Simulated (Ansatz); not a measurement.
Consider the following.

```yaml
crystal:
  lattice:
    - [0.00000, 2.12272, 2.12272]
    - [2.12272, 0.00000, 2.12272]
    - [2.12272, 2.12272, 0.00000]
  atoms:
    - { symbol: Si, position: [0.00000, 0.00000, 0.00000] }
    - { symbol: C, position: [0.25000, 0.25000, 0.25000] }
```

The numbers are results of r2SCAN with spin-orbit coupling, rigid bands (plane waves, PAW; Ansatz, a first-principles code), not measurements. Condition of this run: hydrostatic pressure of 20 GPa (compression positive) (the target of the relaxation). Geometry: cell and atoms relaxed with PBEsol, then loaded as said.

Problem. What conductivity effective mass do dilute electrons have at 300 K?

Solution. 0.29 mₑ.

Problem. Predict the hole conductivity mass (n e² τ/σ) at 300 K, by direction if it differs.

Solution. 0.69 mₑ.

Problem. And the band gap?

Solution. 1.65 eV at this level; semilocal functionals usually fall short of the measured gap.

Rigid bands, one relaxation time for all states, no polarons. Geometry: cell and atoms relaxed with PBEsol.
